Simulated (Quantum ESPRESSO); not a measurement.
A working Quantum ESPRESSO input for Tl2SnCl6 (Fm-3m, 9 atoms in the cell) (DFT, LDA (PZ), plane waves, GBRV 1.5 ultrasoft (LDA) pseudopotentials):

```fortran
&CONTROL
    calculation = 'scf'
    prefix = 'Tl2SnCl6'
    outdir = './out'
    pseudo_dir = './'
    verbosity = 'high'
    tprnfor = .true.
    tstress = .true.
/
&SYSTEM
    ibrav = 0
    nat = 9
    ntyp = 3
    ecutwfc = 40
    ecutrho = 200
    occupations = 'smearing'
    smearing = 'gauss'
    degauss = 0.000734986
/
&ELECTRONS
    conv_thr = 1e-10
/
ATOMIC_SPECIES
Tl   204.3800  tl_lda_v1.2.uspp.F.UPF
Sn   118.7100  sn_lda_v1.4.uspp.F.UPF
Cl    35.4500  cl_lda_v1.4.uspp.F.UPF
ATOMIC_POSITIONS {crystal}
Tl    0.7500000000    0.7500000000    0.7500000000
Tl    0.2500000000    0.2500000000    0.2500000000
Sn    0.0000000000    0.0000000000    0.0000000000
Cl    0.7560900000    0.7560900000    0.2439100000
Cl    0.2439100000    0.2439100000    0.7560900000
Cl    0.2439100000    0.7560900000    0.7560900000
Cl    0.7560900000    0.2439100000    0.2439100000
Cl    0.7560900000    0.2439100000    0.7560900000
Cl    0.2439100000    0.7560900000    0.2439100000
K_POINTS {automatic}
3 3 3  0 0 0
CELL_PARAMETERS {angstrom}
   0.0000000000     5.0088950000     5.0088950000
   5.0088950000     0.0000000000     5.0088950000
   5.0088950000     5.0088950000     0.0000000000
```

The run converged in 13 iterations: free energy E − TS -8829.7309 eV; top of the valence band (on the code's own zero) 2.87 eV; gap on the k-point mesh 2.22 eV; pressure -2.76 GPa; largest force (vector length) 0.047 eV/Å. Each of these slips is then made, one at a time:

(1)
```diff
-    nat = 9
+    nat = 10
```

(2)
```diff
-    degauss = 0.000734986
+    deguass = 0.000734986
```

Problem. Predict the outcome of each change.

Solution. 
(1) An atom count that does not match the list of atoms. The program stopped before any SCF iteration.
```
Error in routine read_cards (10):
wrong number of columns in ATOMIC_POSITIONS
```

(2) A keyword that the program does not know. The program stopped before any SCF iteration.
```
Error in routine  read_namelists (1):
bad line in namelist &system: "    deguass = 0.000734986" (error could be in the previous line)
```

The starting cell comes from a database of computed structures (which also holds hypothetical and non-ambient phases and stackings), without a prior relaxation at this level. Spin-orbit coupling is off.

Left out of this page: 4 runs of the series outside the window shown, repeating another row's setting, or not comparable.
